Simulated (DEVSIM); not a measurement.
Device: abrupt InP p-n junction, at 250 K.

Layer 1 from the left is InP, thickness (μm) 0.550, Na (cm⁻³) 6.9e15, τn (s) 8.5e-8, τp (s) 8.5e-8. Layer 2 from the left is InP, thickness (μm) 0.550, Nd (cm⁻³) 5.8e14, τn (s) 8.5e-8, τp (s) 8.5e-8.

Left contact: ohmic. Right contact: ohmic. Voltage is applied to the left contact. Recombination: SRH at mid-gap, radiative. Mobility is μmin + (μ − μmin)/(1 + (N/Nref)^α).

The device is made up for the run: typed textbook-type constants, with dimensions and the other settings drawn at random. Values at 300 K; Nc and Nv go as T^1.5, mobilities as T to minus their exponent, the gap by Varshni's rule with the affinity fixed.

InP: gap (eV) 1.344, affinity (eV) 4.38, permittivity 12.5, Nc (cm⁻³) 5.7e17, Nv (cm⁻³) 1.1e19, μn (cm²/Vs) 5200, μp (cm²/Vs) 170, μn,min 400, μp,min 10, Nref,n 3e17, Nref,p 4.9e17, αn 0.47, αp 0.62, T exponent of μn 2, T exponent of μp 2, B (cm³/s) 1.2e-10, Varshni α (eV/K) 0.000363, Varshni β (K) 162.

Model (solved in DEVSIM): 1D drift-diffusion, Boltzmann statistics, complete ionisation; no tunnelling, impact ionisation, image-force lowering or self-heating.

What does the simulation give for the largest field in the device at zero bias, the potential step across the device at zero bias, the dark forward voltage at 1 A/cm²?

largest field in the device at zero bias 18000 V/cm; potential step across the device at zero bias 1.064 V; dark forward voltage at 1 A/cm² 0.929 V.
